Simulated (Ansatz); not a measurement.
Consider Sr in the fcc (Cu type) structure (space group Fm-3m, No. 225).

```yaml
crystal:
  lattice:
    - [0.00000, 2.96126, 2.96126]
    - [2.96126, 0.00000, 2.96126]
    - [2.96126, 2.96126, 0.00000]
  atoms:
    - { symbol: Sr, position: [0.00000, 0.00000, 0.00000] }
```

All numbers come from PBEsol in Ansatz (plane waves to 420 eV, PAW, no spin-orbit coupling).

Base values:

| Property | Value |
|---|---|
| Lattice parameter a | 11.192 bohr |

Perturbation: Ba takes the place of Sr on all its sites; the structure is relaxed again.

Estimate the effect on the lattice parameter a.

The lattice parameter a goes up by 0.440 bohr, from 11.192 bohr to 11.632 bohr.

Stability against distortions was not tested. For Ba in this form, whether it has been made was not checked. This is not the structure that Ba has at room temperature and ambient pressure.

Ansatz is an electronic-structure program.
